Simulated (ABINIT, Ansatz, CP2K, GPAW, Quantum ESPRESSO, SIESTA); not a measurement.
## TiGa5Co (P4/mmm, 7 atoms in the cell) computed with different codes at matched settings

Self-consistent single point, at a second geometry (lattice scaled by 0.98). First geometry:

```
CELL_PARAMETERS angstrom
      4.02856     0.00000     0.00000
      0.00000     4.02856     0.00000
      0.00000     0.00000     6.44181
ATOMIC_POSITIONS crystal
  Ti 0.00000 0.00000 0.00000
  Ga 0.00000 0.50000 0.29802
  Ga 0.00000 0.50000 0.70198
  Ga 0.50000 0.00000 0.29802
  Ga 0.50000 0.00000 0.70198
  Ga 0.50000 0.50000 0.00000
  Co 0.00000 0.00000 0.50000
```

Shared settings, as Ansatz (an electronic-structure program) writes them: kpoints.mp_grid.grid = 5 5 3; scf.occupations.method = gaussian; scf.occupations.width = 0.1 eV. Potentials and cutoffs stand in the table.

```csv
code,model,ΔF from the first geometry (meV/atom),pressure (GPa),largest force (eV/Å),cutoff
GPAW,"LDA (Perdew-Wang 92), GPAW PAW datasets LDA (gpaw-data 1.0.1)",-1.8,3.87,0.345,850 eV
ABINIT,"LDA (PW92), PAW (JTH v2.0 LDA PAW)",-8.9,2.23,0.291,30 Ha
Quantum ESPRESSO,"LDA (PZ), GBRV 1.5 ultrasoft (LDA) pseudopotentials",-8.6,1.94,0.293,50 Ry
Ansatz,"LDA (PW92), PAW files made with PBE",-9.9,2.09,0.292,default
SIESTA,"LDA PW92, numerical atomic orbitals DZP, PseudoDojo LDA standard norm-conserving potentials (rewritten from UPF to PSML)",-13.1,1.43,0.440,grid 300 Ry
CP2K,"LDA (Pade form), GPW, DZVP-MOLOPT-SR-GTH basis, GTH-PADE potentials (GTH_POTENTIALS)",-3.7,3.38,0.346,grid 600 Ry
```

For Quantum ESPRESSO (by 0.4 GPa) the energy change implies a higher mean pressure, against the two pressures, than for the other programs: a sign of finite-basis (Pulay) stress.

On Ansatz's run: spin polarisation is off.

The spread over the programs that give each value: ΔF from the first geometry within 11.3 meV/atom; pressure within 2.44 GPa; largest force within 0.149 eV/Å.

SIESTA and CP2K use small atom-centred bases, whose incompleteness enters pressures, forces and empty levels differently from a plane-wave cutoff. Ansatz's pressure is given at a fixed set of plane waves, as the other plane-wave codes print theirs; with its correction for the finite basis it is 2.13 GPa. The same LDA comes in different parametrisations, which differ slightly. In the pressure, GPAW (by 1.71) and CP2K (by 1.22) lie more than 1 GPa from the median of the plane-wave programs. In the force vectors, SIESTA (by 0.147) lies more than 0.08 eV/Å from the median of the plane-wave programs.

The shared mesh is coarse (it stands for a supercell whose shortest vector is 19 Å), so the values are not converged in it.

The starting cell comes from a database of computed structures (which also holds hypothetical and non-ambient phases and stackings), without a prior relaxation at this level. For this run, on top of that: lattice scaled by 0.98.

Left out of this page: Elk (not drawn, or without a comparable value); FLEUR (with a known weakness of the program).

Keys are those of Ansatz 0.2.
